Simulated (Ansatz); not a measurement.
GaP (R-3m, No. 166, 4 atoms in the cell; start mp-1018275; a measured phase of this formula has another space group) was calculated with HSE06 (Ansatz, a quantum-chemistry and plane-wave program, plane waves, PAW).

Settings: plane-wave cutoff 460 eV, 8×8×8 k mesh, Fermi–Dirac smearing 0.01 eV, scalar-relativistic PAW data made under PBE.

Cell (relaxed with PBEsol):

```
CELL_PARAMETERS angstrom
      1.91466     1.10543     6.35824
     -1.91466     1.10543     6.35824
      0.00000    -2.21086     6.35824
ATOMIC_POSITIONS crystal
  Ga 0.43580 0.43580 0.43580
  Ga 0.56420 0.56420 0.56420
  P  0.05780 0.05780 0.05780
  P  0.94220 0.94220 0.94220
```

### Question
Give the computed band gap, smallest direct gap on the k points sampled and direct gap at Γ.

### Answer

band gap: 1.40 eV (on the SCF k mesh) (indirect)
smallest direct gap on the k points sampled: 1.95 eV
direct gap at Γ: 2.03 eV

Note: cell and atoms aren't relaxed at this level (pressure 1.3 GPa).

Spin–orbit coupling is not included.

The computed numbers hold no vibrational or temperature effects.

Computing time: roughly 11 core-minutes.

A start named mp-… is a Materials Project structure, which need not be a measured phase.
